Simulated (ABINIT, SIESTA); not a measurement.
A SIESTA input for a self-consistent single point of SrZn₂Ge₂ (I4/mmm, 5 atoms in the cell) (DFT, GGA PBEsol, numerical atomic orbitals DZP, PseudoDojo PBEsol standard norm-conserving potentials (rewritten from UPF to PSML)):

```
# files in the folder: Sr.psml Zn.psml Ge.psml (PseudoDojo PBEsol standard)
SystemName  Sr(ZnGe)2
SystemLabel sr(znge)2

NumberOfAtoms                5
NumberOfSpecies              3
%block ChemicalSpeciesLabel
  1 38 Sr
  2 30 Zn
  3 32 Ge
%endblock ChemicalSpeciesLabel
LatticeConstant              1.0 Bohr
%block LatticeVectors
    -4.066509206    4.066509206    9.749758481
     4.066509206   -4.066509206    9.749758481
     4.066509206    4.066509206   -9.749758481
%endblock LatticeVectors
AtomicCoordinatesFormat      Bohr
%block AtomicCoordinatesAndAtomicSpecies
     0.000000000    0.000000000    0.000000000  1
     4.066509206    0.000000000    4.874879241  2
     0.000000000    4.066509206    4.874879241  2
    -0.000000000    0.000000000   12.097695319  3
     0.000000000   -0.000000000    7.401821644  3
%endblock AtomicCoordinatesAndAtomicSpecies

XC.functional                GGA
XC.authors                   PBEsol
PAO.BasisSize                DZP
PAO.EnergyShift              0.01 Ry
MeshCutoff                   350 Ry
%block kgrid.MonkhorstPack
    6   0   0  0.0
    0   6   0  0.0
    0   0   6  0.0
%endblock kgrid.MonkhorstPack
OccupationFunction           FD
ElectronicTemperature        100.0 meV

MaxSCFIterations             150
SCF.Mixer.Method             Pulay
SCF.Mixer.Weight             0.1
SCF.Mixer.History            8
SCF.DM.Tolerance             1.0E-04
Diag.ParallelOverK           true
WriteForces                  true
```

Q: Translate this input to ABINIT.

A: This is the input that was run; spellings and numerical settings could be chosen otherwise.

```
# Sr(ZnGe)2, JTH v2.0 PBE PAW
pp_dirpath "./"
pseudos "Sr.GGA_PBE-JTH.xml, Zn.GGA_PBE-JTH.xml, Ge.GGA_PBE-JTH.xml"
acell 11.3194869448 11.3194869448 11.3194869448
rprim
        -0.3592485442    0.3592485442    0.8613251227
         0.3592485442   -0.3592485442    0.8613251227
         0.3592485442    0.3592485442   -0.8613251227
natom 5
ntypat 3
znucl 38 30 32
typat 1 2 2 3 3
xred
         0.0000000000    0.0000000000    0.0000000000
         0.2500000000    0.7500000000    0.5000000000
         0.7500000000    0.2500000000    0.5000000000
         0.6204100000    0.6204100000    0.0000000000
         0.3795900000    0.3795900000    0.0000000000
ecut 30 Ha
pawecutdg 60 Ha
ixc -116133
occopt 3
tsmear 0.1 eV
nband 40
kptopt 1
ngkpt 6 6 6
nshiftk 1
shiftk 0 0 0
nstep 60
toldfe 1.0e-09
prtwf 0
prtden 0
enunit 1
```

Basis, cutoffs, solver keys and any potentials are the target program's own. This input uses DFT, PBEsol, plane waves, PAW (JTH v2.0 PBE PAW, files made for PBE).

The starting cell comes from a database of computed structures (which also holds hypothetical and non-ambient phases and stackings), without a prior relaxation at this level. Its lattice was rescaled by a random factor within 2.5 % of one.
